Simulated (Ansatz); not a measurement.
Tl2O (within 0.1 Å of R-3m, No. 166, 6 atoms in the cell; start mp-551470), treated with LDA (Ansatz, a first-principles code, PAW).

Settings: plane-wave cutoff 520 eV, 12×12×4 k mesh (along the axes of the cell as run), Fermi–Dirac smearing 0.01 eV, scalar-relativistic PAW data made under PBE.

Cell (relaxed with PBE-D3(BJ)):

```yaml
crystal:
  lattice:
    - [3.09144, -1.78509, 0.00054]
    - [3.09144, 1.78509, 0.00054]
    - [-2.06571, 0.00000, 12.57994]
  atoms:
    - { symbol: Tl, position: [0.87652, 0.87652, 0.63028] }
    - { symbol: Tl, position: [0.12348, 0.12348, 0.36972] }
    - { symbol: Tl, position: [0.70994, 0.70994, 0.12932] }
    - { symbol: Tl, position: [0.29006, 0.29006, 0.87068] }
    - { symbol: O, position: [0.41692, 0.41692, 0.24993] }
    - { symbol: O, position: [0.58308, 0.58308, 0.75007] }
```

Estimate the band gap and smallest direct gap on the k points sampled that the calculation returns.


band gap: 0.35 eV
smallest direct gap on the k points sampled: 0.41 eV

Note: cell and atoms aren't relaxed at this level (pressure -4.1 GPa).

Spin–orbit coupling is not included; with these elements it can move the gap by several tenths of an eV or more.

The computed numbers hold no vibrational or temperature effects.

A start named mp-… is a Materials Project structure, which need not be a measured phase.
